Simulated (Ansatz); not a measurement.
**Worked example: self-consistent single point of TiGe2 (Fm-3m, 3 atoms in the cell) in Ansatz (a first-principles code)**

Level of theory: PBE (plane waves, PAW; Ansatz).

The input file:

Ansatz 0.2 input:
```yaml
# TiGe2
crystal:
  lattice:
    - [0.000000, 3.153123, 3.153123]
    - [3.153123, 0.000000, 3.153123]
    - [3.153123, 3.153123, 0.000000]
  atoms:
    - { symbol: Ti, position: [0.000000, 0.000000, 0.000000] }
    - { symbol: Ge, position: [0.250000, 0.250000, 0.250000] }
    - { symbol: Ge, position: [0.750000, 0.750000, 0.750000] }
basis:
  ecutwfc: 420.0
kpoints:
  mp_grid: { grid: [9, 9, 9] }
hamiltonian:
  xc: pbe
  pseudopotentials: { kind: paw }
scf:
  occupations: { method: methfessel_paxton, width: 0.1 }
output:
  forces: true
  eigenvalues: true
  stress: true
```

Output (repeated stretches shortened):

```
WARN ansatz: RAYON_NUM_THREADS=1 ignored (pool sized by the plan → 1); use --threads N
Pseudopotentials: kind: paw
Pseudopotential: Ti, paw, valence charge 12
Pseudopotential: Ge, paw, valence charge 14
Crystal: 3 atoms, lattice volume = 62.698 Å³
Basis set: ecut = 420 eV, 1243 PW (Γ), exchange–correlation on 60×60×60 points (8 copies of the dense FFT grid, shifted against one another)
Bands: 24, of which v1, the nominal top of the filled ones, is band 20 counted from 1 (19 counted from 0)
Symmetry: 48 space group operations
Space group: Fm-3m (ITA 225), of the structure as read, at distance tolerance 4.0e-5 Å
k-points: 35 of 729
Initial density: superposition of atomic densities (neutral atoms: chi_scale 0, normalization atom), corrected by the library's trained network
Initial wavefunctions: pseudopotential atomic-orbital guess
Eigensolver: davidson
Functional: x = pbe(κ = 0.804, μ = 0.2195149727645171), c = pbe(β = 0.06672455060314922)
SCF iter   1: F=—  HF=-11089.372348 eV  |F-HF|=—  |Δ(HF+E_count)|=         —  Δρ=3.56e-3  dr2=1.55e-2  ethr=1.77e-3  ⟨swp⟩=4.8  Hψ=3177  notcnv=0
all-band conjugate gradients solve this SCF's bands
preconditioner: auto → LDOS
SCF iter   2: F=—  HF=-11089.370827 eV  |F-HF|=—  |Δ(HF+E_count)|=   1.52e-3  S|Δr|=    0.00e0  Δρ=7.86e-4  dr2=2.62e-4  ethr=3.87e-5  ⟨swp⟩=1.7  Hψ=1179  notcnv=0
SCF iter   3: F=—  HF=-11089.371020 eV  |F-HF|=—  |Δ(HF+E_count)|=   1.93e-4  S|Δr|=    0.00e0  Δρ=2.87e-4  dr2=8.77e-5  ethr=6.54e-7  ⟨swp⟩=2.0  Hψ=1053  notcnv=0
SCF iter   4: F=—  HF=-11089.371016 eV  |F-HF|=—  |Δ(HF+E_count)|=   3.00e-6  S|Δr|=    0.00e0  Δρ=4.39e-5  dr2=1.17e-6  ethr=2.19e-7  ⟨swp⟩=2.0  Hψ=947  notcnv=0
SCF iter   5: F=—  HF=-11089.371017 eV  |F-HF|=—  |Δ(HF+E_count)|=   1.07e-7  S|Δr|=    0.00e0  Δρ=3.60e-5  dr2=5.49e-7  ethr=2.50e-10  ⟨swp⟩=6.6  Hψ=3812  notcnv=0
SCF iter   6: F=—  HF=-11089.371016 eV  |F-HF|=—  |Δ(HF+E_count)|=   4.26e-7  S|Δr|=    0.00e0  Δρ=1.23e-5  dr2=1.51e-7  ethr=1.37e-9  ⟨swp⟩=2.0  Hψ=1403  notcnv=0
SCF iter   7: F=-11089.371016 eV  HF=-11089.371016 eV  |F-HF|=1.11e-9  |Δ(HF+E_count)|=   1.51e-8  S|Δr|=    0.00e0  Δρ=2.04e-6  dr2=2.09e-9  ethr=2.50e-10  ⟨swp⟩=4.0  Hψ=2542  notcnv=0
SCF 1 converged in 7 iterations: F = -11089.371016 eV  dr2 = 2.09e-9
SCF converged after 7 iterations
Stability not checked (fill_not_monotonic)
Free energy (F): -11089.371016 eV
Harris-Foulkes:  -11089.371016 eV  (|F-HF|=1.11e-9)
Internal energy: -11089.369550 eV  (E = F + TS)
E sigma→0 (E₀):  -11089.370650 eV
Entropy (-TS):   -0.001466 eV (-0.489 meV/atom)
Fermi energy:    9.895542 eV
--- Per-component energies (eV) ---
  E_band       = -458.603478
  E_kinetic    = 491.802236
  E_local      = -5614.501784  (includes V_loc(G=0)·N_el)
  E_nonlocal   = 842.724902
  E_hartree    = 2430.994878
  E_xc         = -247.257406
  E_vxc        = -249.273972  (∫ρ·V_xc dr)
  E_paw        = -5084.461816  (= ΣΔE_a)
  E_vpaw       = -791.346619  (= ΣTr[D̂ρ^β])
  E_aug_tail   = 0.000614  (compensation charges beyond the density's cutoff)
  E_ewald      = -3908.671172
  E_smearing   = -0.001466  (= −TS)
  E_closure    = -0.000000  (closes the sum)
  Σ components = -11089.371016   (vs F -11089.371016, Δ=0.00e0)
--- Forces (eV/Å), atoms counted from 1 ---
  atom   1  Ti    -0.00000000     0.00000000     0.00000000
   [... zero for the other atoms too ...]
  max |Σ_I F_I| component: 7.40e-17 eV/Å
--- Stress (GPa, compression-positive) ---
       -4.227469      -0.000000      -0.000000
        0.000000      -4.227469       0.000000
        0.000000       0.000000      -4.227469
  P = ⅓ Tr σ = -4.2275 GPa (-42.275 kbar)
  The stress holds the Pulay correction. Without it, at fixed plane waves, as pw.x and ABINIT print it: P = -4.2505 GPa
--- Band table (eV; the first three rows and the last of 35) ---
  k-point 0: bands = ["-47.3839", "-23.6674", "-23.6674", "-23.6674", "-14.5594", "-14.5594", "-14.5388", "-14.5388", "-14.5388", "-14.5089", "-14.5089", "-14.5089", "-14.4691", "-14.4691", "-1.1880", "5.3330", "7.0763", "7.0763", "7.0763", [...]
  k-point 1: bands = ["-47.3838", "-23.6683", "-23.6675", "-23.6675", "-14.5566", "-14.5566", "-14.5388", "-14.5379", "-14.5379", "-14.5098", "-14.5098", "-14.5094", "-14.4719", "-14.4719", "-1.0586", "4.6989", "7.1478", "7.1478", "7.7698", [...]
  k-point 2: bands = ["-47.3837", "-23.6706", "-23.6678", "-23.6678", "-14.5488", "-14.5488", "-14.5382", "-14.5354", "-14.5354", "-14.5123", "-14.5123", "-14.5114", "-14.4798", "-14.4798", "-0.6791", "3.6733", "7.3426", "7.3426", "8.8849", [...]
  k-point 34: bands = ["-47.3834", "-23.6732", "-23.6721", "-23.6697", "-14.5412", "-14.5378", "-14.5347", "-14.5317", "-14.5244", "-14.5230", "-14.5184", "-14.5141", "-14.4942", "-14.4869", "1.4769", "1.8722", "5.7494", "6.0061", "8.6578", [...]
```

The run converged in 7 iterations.

The starting cell was generated: these elements placed on a structure prototype, without a prior relaxation; it need not be a known phase or ordering of this composition. Spin polarisation is off. With a pressure of about -4 GPa the cell is away from its equilibrium volume at this level. Ansatz's pressure includes its estimate of the finite-basis (Pulay) stress.
